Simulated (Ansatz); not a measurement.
Start from MgO in the rock salt structure (space group Fm-3m, No. 225; a = 4.2141 Å).

Computed with PBEsol (Ansatz, a first-principles code; PAW; 420 eV plane waves; scalar-relativistic without spin-orbit coupling).

For the base:

```
Quantity                        Result
-----------------------------  -------
Shortest interatomic distance  2.107 Å
Band gap                       4.62 eV
```

It is then changed as follows: a negative pressure, −1 GPa.

Problem. Predict the new shortest interatomic distance and band gap.

Solution. The shortest interatomic distance goes up by 0.005 Å to 2.112 Å; the band gap decreases by 0.06 eV, from 4.62 eV to 4.56 eV.

Load acts through the strain it causes; cell and atoms are relaxed under it. Whether these cells are dynamically stable was not tested. The base started in Pnma and relaxed to Fm-3m at this level.
